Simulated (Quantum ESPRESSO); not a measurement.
Quantum ESPRESSO is run on MnO (Fm-3m, 4 atoms in the cell), and the run fails. The aim is a self-consistent single point with DFT, PBE+U, plane waves, PseudoDojo standard norm-conserving (PBE) pseudopotentials.

Cell that was meant: a = 5.4912 Å, b = 5.4912 Å, c = 5.4912 Å, α = 33.56°, β = 33.56°, γ = 33.56°.

Part of the input:

```fortran
O     0.7500000000    0.7500000000    0.7500000000
K_POINTS automatic
5 5 5  0 0 0
HUBBARD {ortho-atomic}
U Mn1-3d 3.9
U Mn2-3d 3.9
```

Output (repeated stretches shortened):

```
 %%%%%%%%%%%%%%%%%%%%%%%%%%%%%%%%%%%%%%%%%%%%%%%%%%%%%%%%%%%%%%%%%%%%%%%%%%%%%%
     Error in routine cell_base_init (1):
     ibrav=0: must read cell parameters
 %%%%%%%%%%%%%%%%%%%%%%%%%%%%%%%%%%%%%%%%%%%%%%%%%%%%%%%%%%%%%%%%%%%%%%%%%%%%%%

     stopping ...
```

**Question.** Read the log: what does the program object to, and what is the fix?

**Answer.** The fault is no cell vectors for a free lattice. A free lattice needs its vectors. To fix it, add the cell. The program stopped before any SCF iteration.

The sound input it was made from differs as follows (other fixes are possible):
```diff
+CELL_PARAMETERS angstrom
+   4.4835120000     2.2417560000     2.2417560000
+   2.2417560000     4.4835120000     2.2417560000
+   2.2417560000     2.2417560000     4.4835120000
```

With that input, the run converged in 15 iterations: free energy E − TS -6827.4085 eV; top of the valence band (on the code's own zero) 11.27 eV; gap on the k-point mesh 1.78 eV; pressure 2.40 GPa; size of the cell's spin moment 0.00 μB (DFT, PBE+U, plane waves, PseudoDojo standard norm-conserving (PBE) pseudopotentials).

On the sound input: the starting cell has typed, rounded lattice constants, without a prior relaxation at this level. Its lattice was rescaled by a random factor within 2.5 % of one. The magnetic order is the one reached from the typed start; others were not searched systematically. With U or open f shells several self-consistent states can exist.
